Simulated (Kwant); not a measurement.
System: Ge/Si0.2Ge0.8 stack with 3 barriers. One parabolic valley. Leads of mass 0.12 mₑ with the band edge at 0; grid 0.1 nm; bias swept from 0.0048 to 0.18 V, dropping linearly over the stack. Emitter Fermi level 0.0099 eV, 4 K, equal in the collector.

```json
[
 {"layer": "1", "thickness (nm)": "2.8", "band offset (eV)": "0.12", "mass (mₑ)": "0.14"},
 {"layer": "2", "thickness (nm)": "6.3", "band offset (eV)": "0", "mass (mₑ)": "0.12"},
 {"layer": "3", "thickness (nm)": "2.8", "band offset (eV)": "0.12", "mass (mₑ)": "0.14"},
 {"layer": "4", "thickness (nm)": "6.3", "band offset (eV)": "0", "mass (mₑ)": "0.12"},
 {"layer": "5", "thickness (nm)": "2.8", "band offset (eV)": "0.12", "mass (mₑ)": "0.14"}
]
```

Constants are typed, rounded textbook-type inputs, not results; the design itself was drawn at random and stands for no fabricated device.

Model: one-band effective-mass tight-binding model in one dimension, coherent, no space charge, current by the Tsu-Esaki formula (Kwant).

Sweep values stay those of the base run.

Base results: J (A/cm²) at bias = 0.1800 V 1290.

### Question
What follows from this one change: width of the first well 6.3 → 5 nm?

### Answer
J at bias = 0.1800 V 1290 → 5880 A/cm².

### Question
What follows from this one change: width of the first well 6.3 → 3.8 nm?

### Answer
J at bias = 0.1800 V 1290 → 7170 A/cm².

### Question
What follows from this one change: mass in the first barrier 0.14 → 0.18 mₑ?

### Answer
J at bias = 0.1800 V 1290 → 880 A/cm².

### Question
What follows from this one change: temperature 4 → 77 K?

### Answer
J at bias = 0.1800 V 1290 → 3080 A/cm².
